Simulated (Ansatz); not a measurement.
The structure below was relaxed with Ansatz (an electronic-structure program) PBEsol, spin-orbit coupling left out, at pressure −1 GPa.

```
CELL_PARAMETERS angstrom
      3.77427     0.00000     0.00000
      0.00000     3.77427     0.00000
      0.00000     0.00000     3.77427
ATOMIC_POSITIONS crystal
  Cu 0.50000 0.00000 0.00000
  Cu 0.00000 0.50000 0.00000
  Cu 0.00000 0.00000 0.50000
  N  0.00000 0.00000 0.00000
```

Problem. Find the space group and the Wyckoff positions.

Solution. Space group Pm-3m (No. 221); a = b = c = 3.774 Å, α = β = γ = 90.00°

```csv
atom,site,symmetry,x,y,z
Cu,3d,4/mm.m,0.0000,0.0000,0.5000
N,1a,m-3m,0.0000,0.0000,0.0000
```

Load acts through the strain it causes; cell and atoms are relaxed under it. Whether these cells are dynamically stable was not tested. The final runs are not spin-polarised. The cell was made from Cu3N (space group Pm-3m, No. 221) by this change: pressure −1 GPa.
